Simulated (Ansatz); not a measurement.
Functionals compared on a constructed model of the (0001) surface of hcp Co, ferromagnetic, a pseudomorphic layer of Mg in the host's stacking (bottom of the slab: a bare face, its two planes held), in Ansatz (plane waves, PAW). The structure was relaxed with PBE; the other rows are single points on it. Cutoff 420 eV.

Slab: 7 atoms, 12.5 Å thick at the start with caps and adatoms (thin: gaps and levels are the slab's own); k 17x17x1, smearing 0.1 eV, dipole-corrected; 2 atoms held, the rest relaxed; start symmetry kept, larger cells not searched; spin-polarised, ending with about 9.6 μB a cell; orders that need a larger cell were not tried, no spin-orbit, no U. In PBE it is, or lies within 0.01 eV a 1x1 cell of, the lowest of the 2 structures of its composition computed so far; subsurface sites and larger cells were not tried. These notes are the PBE run's.

```json
[
 {"functional": "PBE", "work function of the top face (eV)": "4.16", "magnetic moment of the cell (μB)": "9.56", "rough cost of the single point": "–"},
 {"functional": "RPBE", "work function of the top face (eV)": "___", "magnetic moment of the cell (μB)": "9.62", "rough cost of the single point": "about 60 core-seconds (a rough figure)"}
]
```

Q: Some entries are withheld; supply them.

A: 
- RPBE, work function of the top face (eV): 4.09

Ansatz is a program for electronic structure.
